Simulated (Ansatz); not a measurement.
# A computed series for ZnSe: response to strain

Start from ZnSe in the zinc blende structure (space group F-43m, No. 216; a = 5.666 Å). Axes: x, y, z lie along the cube axes.

Strains are applied to the cell and any free atomic positions relax; under biaxial strain the out-of-plane vector relaxes too.

Level of theory: r2SCAN, PAW, 500 eV (Ansatz, a program for electronic structure; no spin-orbit coupling).

| biaxial strain, plane normal [001], relaxed out of plane (%) | out-of-plane strain (%) |
|---|---|
| 0 | 0.00 |
| 0.5 | -0.59 |
| 1 | ? |
| 1.5 | -1.79 |
| 2 | -2.39 |
| 2.5 | -3.01 |
| 3 | -3.61 |

**Question.** Fit ε⊥ = −νε + γε² (strains in %) to the rows shown and predict the withheld row.

**Answer.** Least squares on the printed values gives ν = 1.18 (the biaxial Poisson response) and γ = -0.008 (largest residual 0.01 %); this predicts -1.19 %, and the run gives -1.19 %, in agreement.

Whether these cells are dynamically stable was not tested.
